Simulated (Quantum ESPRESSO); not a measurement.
Several settings converged on MnS (P3m1, 4 atoms in the cell)

```
MnS
1.0
    3.97335     0.00000     0.00000
   -1.98667     3.44102     0.00000
    0.00000     0.00000     6.37424
Mn S
2 2
Cartesian
  0.00000   2.29402   6.41685
  1.98668   1.14701   3.17985
  1.98668   1.14701   0.80411
  0.00000   2.29402   3.99117
```
Moments meant for the start (each program seeds them in its own way; μB, in the order of the atoms Mn Mn S S): 4.0 4.0 0.0 0.0.

Base method: LDA (PZ), GBRV 1.5 ultrasoft (LDA) pseudopotentials (plane waves; Quantum ESPRESSO).

Base settings: ecutwfc = 50 Ry; ecutrho = 400 Ry; occupations = smearing; smearing = fermi-dirac; degauss = 0.0073499 Ry; nspin = 2; potentials = {Mn: mn_lda_v1.5.uspp.F.UPF, S: s_lda_v1.4.uspp.F.UPF}; K_POINTS = automatic 4 4 2 0 0 0; conv_thr = 1e-10 Ry; mixing_beta = 0.3.

The count of work is k-points × plane waves × bands × iterations; it is no time. 

**The plane-wave cutoff**

Moved along: ecutrho.

The mesh stays at the base's, so the ladder's end is converged at best in this setting alone.

Only quantities that move along the ladder and can be compared are tabulated.

The magnetic state is not the same in all runs (site moments differ, or a search went on to a lower state), so steps between rows are not convergence errors alone.

```csv
ecutwfc,free energy less the last step's (meV/atom),pressure (GPa),largest difference of a force vector from the last step's (eV/Å),net moment (μB/atom),count of work / last
17.5 Ry,18168.43,-521.91,0.593,1.812,0.089
28 Ry,368.55,-32.82,0.003,1.940,0.14
50 Ry,1.90,-11.12,0.000,1.938,0.32
68 Ry,0.00,-11.12,0.000,1.938,1.0
```

Coarsest ecutwfc that holds the pressure within 1 GPa of the last step, with all finer ones: 50 Ry, at 0.32 of the last step's count of work; the step before is off by 22 GPa.

Coarsest ecutwfc that holds the net moment within 0.05 μB/atom of the last step, with all finer ones: 28 Ry, at 0.14 of the last step's count of work; the step before is off by 0.12 μB/atom.

Coarsest ecutwfc that holds the forces within 0.02 eV/Å of the last step, with all finer ones: 28 Ry, at 0.14 of the last step's count of work; the step before is off by 0.59 eV/Å.

At the lowest cutoff the pressure lies 511 GPa under the last step's, the usual sign of Pulay stress in an incomplete plane-wave basis.

**The density cutoff**

The mesh stays at the base's, so the ladder's end is converged at best in this setting alone.

Only quantities that move along the ladder and can be compared are tabulated.

| ecutrho | free energy less the last step's (meV/atom) | pressure (GPa) |
|---|---|---|
| 100 Ry | 25.60 | -12.24 |
| 200 Ry | 0.15 | -11.12 |
| 400 Ry | -0.01 | -11.12 |
| 600 Ry | 0.00 | -11.12 |

Coarsest ecutrho that holds the pressure within 1 GPa of the last step, with all finer ones: 200 Ry; the step before is off by 1.1 GPa.

Coarsest ecutrho that holds the free energy within 2 meV/atom of the last step, with all finer ones: 200 Ry; the step before is off by 26 meV/atom.

On the base run: the starting cell comes from a database of computed structures (which also holds hypothetical and non-ambient phases and stackings), without a prior relaxation at this level. Its lattice was rescaled by up to half a per cent. One atom was moved a little off its site on purpose. The magnetic order is the one reached from the typed start; others were not searched systematically. In the base run, with a pressure of about -11 GPa the cell is away from its equilibrium volume at this level. Without a gap this mesh is coarse (it stands for a supercell whose shortest vector is 13 Å).

Left out of this page: 1 run of the series failed or unconverged.
